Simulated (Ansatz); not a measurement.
```xyz
8
Lattice="14.0000 0.0000 0.0000 0.0000 14.0000 0.0000 0.0000 0.0000 5.6421" Properties=species:S:1:pos:R:3 pbc="T T T"
Ca     5.6693     5.6693     0.0000
Se     5.4455     5.4455     2.8210
Se     5.4455     8.5545     0.0000
Ca     5.6693     8.3307     2.8210
Se     8.5545     5.4455     0.0000
Ca     8.3307     5.6693     2.8210
Ca     8.3307     8.3307     0.0000
Se     8.5545     8.5545     2.8210
```

Levels: PBE (plane waves to 420 eV, PAW; Ansatz, a program for electronic structure); Ansatz with PBE with spin-orbit coupling; r2SCAN (plane waves to 500 eV, PAW; Ansatz); HSE06 in Ansatz. Unmarked values and the geometry are of the first. Mesh 1×1×54. No spin polarisation. It repeats along c; a and b span vacuum. A hypothetical model. Only distortions within the start's symmetry and period were free. Values not marked SOC lack spin–orbit coupling. HSE06 ran on a 1×1×4 mesh and at PBE's edge points. Buckling under compression is shut out by symmetry and the short period.

**Question.** Give the properties of this body.

**Answer.** 
- largest distance between nuclei across the axis = 4.40 Å
- PBE gap = 2.90 eV, direct at Γ
- electron mass along the axis (PBE) = 0.65 mₑ
- hole mass along the axis (PBE) = 0.86 mₑ
- valence and conduction edges under the vacuum level (PBE) = 5.01 and 2.11 eV
- PBE+SOC gap at this geometry = 2.88 eV
- r2SCAN gap at this geometry = 3.37 eV
- HSE06 gap at this geometry = 3.90 eV
- axial stiffness dF/dε = 59 nN
